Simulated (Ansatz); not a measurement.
The starting structures come from a database of crystals and need not be the phases stable at ambient conditions.

Tunnelling through a barrier is set by its complex band structure: the current falls as exp(−2κd) with the smallest κ.

Consider the following.

```yaml
crystal:
  lattice:
    - [5.55920, 0.00000, 0.00000]
    - [0.00000, 7.87857, 0.00000]
    - [0.00000, 0.00000, 5.58869]
  atoms:
    - { symbol: La, position: [0.50771, 0.75000, 0.46653] }
    - { symbol: La, position: [0.49229, 0.25000, 0.53347] }
    - { symbol: La, position: [0.00771, 0.25000, 0.03347] }
    - { symbol: La, position: [0.99229, 0.75000, 0.96653] }
    - { symbol: Ga, position: [0.00000, 0.50000, 0.50000] }
    - { symbol: Ga, position: [0.50000, 0.50000, 0.00000] }
    - { symbol: Ga, position: [0.50000, 0.00000, 0.00000] }
    - { symbol: Ga, position: [0.00000, 0.00000, 0.50000] }
    - { symbol: O, position: [0.28379, 0.45881, 0.28477] }
    - { symbol: O, position: [0.71621, 0.54119, 0.71523] }
    - { symbol: O, position: [0.78379, 0.54119, 0.21523] }
    - { symbol: O, position: [0.21621, 0.45881, 0.78477] }
    - { symbol: O, position: [0.21621, 0.04119, 0.78477] }
    - { symbol: O, position: [0.78379, 0.95881, 0.21523] }
    - { symbol: O, position: [0.71621, 0.95881, 0.71523] }
    - { symbol: O, position: [0.28379, 0.04119, 0.28477] }
    - { symbol: O, position: [0.92337, 0.25000, 0.48456] }
    - { symbol: O, position: [0.07663, 0.75000, 0.51544] }
    - { symbol: O, position: [0.42337, 0.75000, 0.01544] }
    - { symbol: O, position: [0.57663, 0.25000, 0.98456] }
```

Space group of this cell: Pnma. The cell is taken as given; by r2SCAN its mean pressure is -4.8 GPa.

Transport runs along the normal of the first two printed cell vectors.

The gap is the functional's own. No spin-orbit coupling. Mid-gap values are interpolated on the energy grid.

Question: Predict the band gap and the smallest decay constant κ at mid-gap from r2SCAN (Ansatz, a first-principles code).

Answer: Gap 4.01 eV on a 6×4×6 mesh; κ = 0.324 1/Å, at the zone centre.
